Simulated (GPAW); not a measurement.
```
La(CuGe)2
1.0
   -2.06819     2.06819     4.96485
    2.06819    -2.06819     4.96485
    2.06819     2.06819    -4.96485
La Cu Ge
1 2 2
Cartesian
  0.00000   0.00000   0.00000
  2.06819   0.00000   2.48243
  0.00000   2.06819   2.48243
  0.00000   0.00000   6.21659
  0.00000   0.00000   3.71311
```

Computed with LDA (Perdew-Wang 92), GPAW PAW datasets LDA (gpaw-data 1.0.1) (plane waves; GPAW).

The set-up and first iterations of a GPAW log for LaCu₂Ge₂ (I4/mmm, 5 atoms in the cell):

```
Input parameters:
  convergence: {density: 1e-05}
  kpts: [7 7 7]
  maxiter: 150
  mode: {ecut: 800,
         name: pw}
  nbands: -11
  occupations: {name: methfessel-paxton,
                order: 0,
                width: 0.05}
  symmetry: {symmorphic: False,
             tolerance: 0.0005}

species:
  La:
    name: Lanthanum
    Z: 57.0
    valence: 11
    core: 46
    charge: 0.0
    file: La.LDA.gz

    # Using partial waves for La as LCAO basis

  Cu:
    name: Copper
    Z: 29.0
    valence: 11
    core: 18
    charge: 0.0
    file: Cu.LDA.gz

    # Using partial waves for Cu as LCAO basis

  Ge:
    name: Germanium
    Z: 32.0
    valence: 4
    core: 28
    charge: 0.0
    file: Ge.LDA.gz

    # Using partial waves for Ge as LCAO basis

Reference energy: -434876.452434  # eV

Spin-paired calculation

Convergence criteria:
 Maximum [total energy] change in last 3 cyles: 0.0005 eV / valence electron
   [... lines left out ...]
  Coarse grid: 40*40*40 grid
  Fine grid: 80*80*80 grid
  Total Charge: 0.000000

Density mixing:
  Method: separate
  Backend: pulay
  Linear mixing parameter: 0.05
  old densities: 5
  Damping of long wavelength oscillations: 50

Hamiltonian:
  XC and Coulomb potentials evaluated on a 80*80*80 grid
  External potential:
    NoExternalPotential

Number of atoms: 5
Number of atomic orbitals: 46
Number of bands in calculation: 31
Number of valence electrons: 41
Bands to converge: occupied

Density initialized from atomic densities
  31 bands from LCAO basis set

Atomic positions and initial magnetic moments

Positions:
   0 La     0.000000    0.000000    0.000000    ( 0.0000,  0.0000,  0.0000)
   1 Cu     2.068187    0.000000    2.482426    ( 0.0000,  0.0000,  0.0000)
   2 Cu     0.000000    2.068187    2.482426    ( 0.0000,  0.0000,  0.0000)
   3 Ge    -0.000000    0.000000    6.216590    ( 0.0000,  0.0000,  0.0000)
   4 Ge    -0.000000    0.000000    3.713114    ( 0.0000,  0.0000,  0.0000)

Unit cell:
           periodic     x           y           z      points  spacing
  1. axis:    yes   -2.068187    2.068187    4.964852    40     0.0955
  2. axis:    yes    2.068187   -2.068187    4.964852    40     0.0955
  3. axis:    yes    2.068187    2.068187   -4.964852    40     0.0731

  Lengths:   5.762339   5.762339   5.762339
  Angles:  137.932907 137.932907  61.005771

Effective grid spacing dv^(1/3) = 0.1099
     iter     time        total  log10-change:
                         energy   eigst   dens
iter:   1 --:--:--   -32.906090
iter:   2 --:--:--   -29.915464   -0.71  -1.10
iter:   3 --:--:--   -28.482170   -0.43  -1.23
iter:   4 --:--:--   -28.392954   -0.53  -1.38
iter:   5 --:--:--   -28.726248   -0.86  -1.53
iter:   6 --:--:--   -28.481601   -1.94  -1.67
iter:   7 --:--:--   -28.246759   -1.17  -1.71
iter:   8 --:--:--   -28.251323   -2.28  -1.94
iter:   9 --:--:--   -28.252315c  -2.53  -2.05
iter:  10 --:--:--   -28.239528c  -3.38  -2.17
iter:  11 --:--:--   -28.204012   -2.25  -2.23
iter:  12 --:--:--   -28.200976   -2.88  -2.61
iter:  13 --:--:--   -28.200998c  -3.73  -2.87
iter:  14 --:--:--   -28.201080c  -4.34  -2.92
iter:  15 --:--:--   -28.201075c  -4.33  -2.94
iter:  16 --:--:--   -28.201047c  -4.55  -2.96
iter:  17 --:--:--   -28.201049c  -4.28  -2.99
```

Question: How does the run end?

Answer: The run converged in 37 iterations. Its thresholds were met; that alone does not show that basis and mesh suffice. It ends on: free energy E − TS (from the program's reference atoms) -28.2027 eV; Fermi level (on the code's own zero) 9.82 eV; pressure 0.87 GPa; largest force (vector length) 0.012 eV/Å. The log goes on:

```
   [... 2 lines left out ...]
iter:  20 --:--:--   -28.200842c  -5.67  -3.71
iter:  21 --:--:--   -28.200844c  -6.13  -3.87
iter:  22 --:--:--   -28.200839c  -6.79  -4.00
iter:  23 --:--:--   -28.200838c  -6.99  -4.14
iter:  24 --:--:--   -28.200838c  -7.52c -4.14
iter:  25 --:--:--   -28.200838c  -7.18  -4.14
iter:  26 --:--:--   -28.200837c  -7.50c -4.18
iter:  27 --:--:--   -28.200838c  -7.13  -4.25
iter:  28 --:--:--   -28.200838c  -8.40c -4.28
iter:  29 --:--:--   -28.200837c  -7.41c -4.30
iter:  30 --:--:--   -28.200836c  -7.16  -4.43
iter:  31 --:--:--   -28.200836c  -8.02c -4.56
iter:  32 --:--:--   -28.200836c  -7.67c -4.58
iter:  33 --:--:--   -28.200837c  -7.83c -4.63
iter:  34 --:--:--   -28.200837c  -8.10c -4.67
iter:  35 --:--:--   -28.200837c  -8.78c -4.84
iter:  36 --:--:--   -28.200836c  -8.56c -5.00
iter:  37 --:--:--   -28.200836c  -9.36c -5.22c
Converged after 37 iterations.

Dipole moment: (-0.000000, -0.000000, 0.000000) |e|*Ang

Energy contributions relative to reference atoms: (reference = -434876.452434)

Kinetic:        +22.840094
Potential:      -20.108454
External:        +0.000000
XC:             -30.596711
Entropy (-ST):   -0.003799
Local:           -0.333866
SIC:             +0.000000
--------------------------
Free energy:    -28.202736
Extrapolated:   -28.200836

Showing only first 2 kpts
 Kpt  Band  Eigenvalues  Occupancy
  0    18      7.83797    2.00000
  0    19      9.15501    2.00000
  0    20     10.60010    0.00000
  0    21     10.60010    0.00000

  1    18      8.37388    2.00000
  1    19      8.91672    2.00000
  1    20      9.32014    2.00000
  1    21     11.30287    0.00000

Fermi level: 9.81636

No gap
No difference between direct/indirect transitions
Energy (eV): -28.200836

Forces in eV/Ang:
  0 La    0.00000    0.00000    0.00000
  1 Cu    0.00000   -0.00000    0.00000
  2 Cu   -0.00000    0.00000    0.00000
  3 Ge   -0.00000   -0.00000    0.01167
  4 Ge    0.00000    0.00000   -0.01167

Stress tensor:
    -0.004602    -0.000000    -0.000000
    -0.000000    -0.004602    -0.000000
    -0.000000    -0.000000    -0.007179
Stress (GPa, Voigt): [-0.7373 -0.7373 -1.1501 -0.     -0.     -0.    ]
```

For comparison: a first run was changed to give this one (lattice scaled by 0.98), and from it to this one the free energy drops by 14.6 meV/atom, the pressure goes from -5.48 to 0.87 GPa and the largest force goes from 0.123 to 0.012 eV/Å.

The starting cell comes from a database of computed structures (which also holds hypothetical and non-ambient phases and stackings), without a prior relaxation at this level. For this run, on top of that: lattice scaled by 0.98. Spin polarisation is off.

The run was DFT LDA (Perdew-Wang 92), plane waves, GPAW PAW datasets LDA (gpaw-data 1.0.1). Main settings of its input:

```
setting                          value
-------------------  -----------------
mode                                pw
ecut                            800 eV
xc                                 LDA
kpts                             7 7 7
mesh shift (steps)               0 0 0
occupations.name     methfessel-paxton
occupations.width              0.05 eV
occupations.order                    0
nbands                             -11
convergence.density   1e-05 e/electron
symmetry.symmorphic              false
symmetry.tolerance              0.0005
```
